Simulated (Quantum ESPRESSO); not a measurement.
A self-consistent single point of KZnF3 (Pm-3m, 5 atoms in the cell) with Quantum ESPRESSO.

Method of the run: PBE, SSSP 1.1.2 efficiency (PBE) pseudopotentials (plane waves; Quantum ESPRESSO 7.5).

The change in words: lattice scaled by 0.98. Reference geometry:
```
KZnF3
1.0
    3.99370     0.00000     0.00000
    0.00000     3.99370     0.00000
    0.00000     0.00000     3.99370
K Zn F
1 1 3
Cartesian
  0.00000   0.00000   0.00000
  1.99685   1.99685   1.99685
  1.99685   0.00000   1.99685
  0.00000   1.99685   1.99685
  1.99685   1.99685   0.00000
```

Reference input (self-consistent single point, DFT, PBE, plane waves, SSSP 1.1.2 efficiency (PBE) pseudopotentials): ecutwfc = 50 Ry; ecutrho = 400 Ry; occupations = smearing; smearing = fd; degauss = 0.000734986 Ry; potentials = {K: K.pbe-spn-kjpaw_psl.1.0.0.UPF, Zn: Zn_pbe_v1.uspp.F.UPF, F: f_pbe_v1.4.uspp.F.UPF}; K_POINTS = automatic 4 4 4 0 0 0; conv_thr = 1e-09 Ry. This run's input differs from it in these lines:

```diff
@@ -10,3 +10,3 @@
   ibrav = 1,
-  celldm(1) = 7.547008673,
+  celldm(1) = 7.396068688,
   nat = 5,
```

Log, with long lists cut:

```
     Self-consistent Calculation

     iteration #  1     ecut=    50.00 Ry     beta= 0.70

     Threshold (ethr) on eigenvalues was too large:
     Diagonalizing with lowered threshold

     total energy              =    -720.62699064 Ry
     estimated scf accuracy    <       0.49252411 Ry

     iteration #  2     ecut=    50.00 Ry     beta= 0.70

     total energy              =    -720.74657442 Ry
     estimated scf accuracy    <       0.47318898 Ry

     iteration #  3     ecut=    50.00 Ry     beta= 0.70

     total energy              =    -720.84293793 Ry
     estimated scf accuracy    <       0.00324335 Ry

   [... 3 blocks of this kind left out ...]

     iteration #  7     ecut=    50.00 Ry     beta= 0.70

     total energy              =    -720.84402167 Ry
     estimated scf accuracy    <       0.00000015 Ry

     iteration #  8     ecut=    50.00 Ry     beta= 0.70
     End of self-consistent calculation

     the Fermi energy is     8.6239 ev

!    total energy              =    -720.84402170 Ry
     estimated scf accuracy    <          5.1E-10 Ry
     smearing contrib. (-TS)   =       0.00000000 Ry
     internal energy E=F+TS    =    -720.84402170 Ry

     convergence has been achieved in   8 iterations

     Forces acting on atoms (cartesian axes, Ry/au):

     atom    1 type  1   force =     0.00000000    0.00000000    0.00000000
   [... zero for the other atoms too ...]

     Total force =     0.000000     Total SCF correction =     0.000000

          total   stress  (Ry/bohr**3)                   (kbar)     P=      161.58
   0.00109843   0.00000000   0.00000000          161.58        0.00        0.00
   0.00000000   0.00109843   0.00000000            0.00      161.58        0.00
   0.00000000   0.00000000   0.00109843            0.00        0.00      161.58

   JOB DONE.
```

The run converged in 8 iterations. Against the reference run the free energy goes up by 58.5 meV/atom, the pressure goes from 8.63 to 16.16 GPa and the gap on the mesh goes from 3.970 to 4.143 eV.

The starting cell has typed, rounded lattice constants, without a prior relaxation at this level. Its lattice was rescaled by a random factor within 2.5 % of one. For this run, on top of that: lattice scaled by 0.98. With a pressure of about 16 GPa the cell is away from its equilibrium volume at this level.
